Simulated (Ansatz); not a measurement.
**L1₀ (CuAu-type) CuAu**

These are PBEsol+SOC (Ansatz, a program for electronic structure, plane waves, PAW) values and carry that method's errors.

Numerical settings: plane-wave cutoff 520 eV, 20×20×16 k mesh (along the axes of the cell as run), Fermi–Dirac smearing 0.05 eV, PAW data made under PBE.

Cell: relaxed at this level.

| Item | Value |
|---|---|
| volume per atom | 14.13 Å³/atom |
| bulk modulus B0 | 174 GPa |
| equilibrium lattice constant a (two-atom tetragonal cell) | 2.795 Å |
| c axis length (two-atom tetragonal cell) | 3.619 Å |
| band gap | none |
| pressure derivative B′ of the bulk modulus | 5.4 |

Measured, for comparison: lattice constant a 2.8 Å (temperature not stated, no zero-point or thermal correction; as tabulated in Nepal et al. (2019), arXiv:1905.09348); lattice parameter c 3.67 Å (temperature not stated, no zero-point or thermal correction; as tabulated in Mehl et al. (2016), arXiv:1607.02532). Computed (rounded) less measured: lattice constant a -0.2 %, lattice parameter c -1.4 %. A static lattice is as a rule a little smaller and stiffer than an uncorrected measurement, which narrows the difference in the lattice parameter c and would widen misses of the other sign.

Note: the bulk modulus comes from volumes at which shape and atoms were relaxed.

Static lattice: no zero-point or thermal effects.

It cost around 50 core-minutes (rough) of CPU time.
